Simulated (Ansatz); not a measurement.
The starting structures come from a database of crystals and need not be the phases stable at ambient conditions.

 Where the default PAW files enter, the runs use the earlier of Ansatz's two default sets.

# Evanescent states of Na$_{3}$P (P6_3/mmc, not sure to be the ambient phase, 8 atoms a cell, 23.0 Å³ an atom) along the normal of (001)

Computed with PBEsol (plane waves, PAW; Ansatz, a first-principles code).

The gap is the functional's own. No spin-orbit coupling. Mid-gap values are interpolated on the energy grid.

Energies count from the valence-band top; κ is the least over a 12×12 mesh across the current.

```csv
E (eV),κ (1/Å),where
0.03,0.059,Γ
0.07,0.061,Γ
0.12,0.061,Γ
0.17,0.060,Γ
0.23,0.058,Γ
0.28,0.054,Γ
0.33,0.048,Γ
0.38,0.039,Γ
0.42,0.023,Γ
```

How thick must the barrier be to attenuate the transmission by 10^8 when the electrodes' Fermi level lies at 0.28 eV, and what attenuation does that film give at 0.17 eV?

d = 8 ln 10 / (2 × 0.054) = 170.6 Å. At 0.17 eV it gives 8 × 0.060/0.054 = 8.9 decades.
